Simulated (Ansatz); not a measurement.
```xyz
1
Lattice="-1.6248 1.6248 1.6248 1.6248 -1.6248 1.6248 1.6248 1.6248 -1.6248" Properties=species:S:1:pos:R:3 pbc="T T T"
W      0.0000     0.0000     0.0000
```

No spin polarisation.

The values are results of plane-wave PAW DFT at the r2SCAN level (Ansatz, a first-principles code, 500 eV), no spin-orbit coupling, not measurements. Settings: 29×29×29 k-points, 0.1 eV Fermi–Dirac smearing.

Task: Estimate the band gap.

Result: Zero.

Task: Predict the space group.

Result: Im-3m (No. 229).

Task: Predict the pressure.

Result: -20.6 GPa.

The cells carry an imposed strain or load. Stability against distortions was not tested. The final runs are not spin-polarised. The cell was made from W in the bcc (W type) structure (space group Im-3m, No. 229) by this change: isotropic strain +2.55 %.
